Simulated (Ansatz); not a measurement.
BN, pressure series

Take BN (space group P6_3/mmc, No. 194; a = 2.512 Å, c = 8.496 Å; layered, stacked along the Cartesian z axis) as the base.

Cell and atoms are relaxed at each pressure.

Calculations: Kohn–Sham DFT with the PBE functional, run in Ansatz (a program for electronic structure) with PAW and 420 eV plane waves, without spin-orbit coupling.

Two rows of this table had their results exchanged by mistake.

```
pressure          volume per atom (Å³)  shortest distance (Å)  band gap
----------------  --------------------  ---------------------  --------
pressure 0.3 GPa                 10.67                  1.450   4.50 eV
pressure 0.7 GPa                 10.13                  1.449   4.42 eV
pressure 3 GPa                    9.01                  1.446   4.25 eV
pressure 5 GPa                    7.95                  1.439   4.07 eV
pressure 7.5 GPa                  8.21                  1.442   4.10 eV
pressure 10 GPa                   8.58                  1.444   4.17 eV
```

Which two?

The rows for pressure 5 GPa and pressure 10 GPa: the volume has to fall steadily with pressure, so 8.58 Å³ belongs to pressure 5 GPa and 7.95 Å³ to pressure 10 GPa.

From pressure 3 GPa on, the axis ratios lie over 15 % from the base's, so the cell there is far from its starting form. Load acts through the strain it causes; cell and atoms are relaxed under it. No phonon test of stability was made. Competing high-pressure phases were not computed. The base started in Pnma and relaxed to P6_3/mmc at this level. No dispersion term is included, though the crystal is made of layers, chains or molecules, so its spacings can come out too wide.
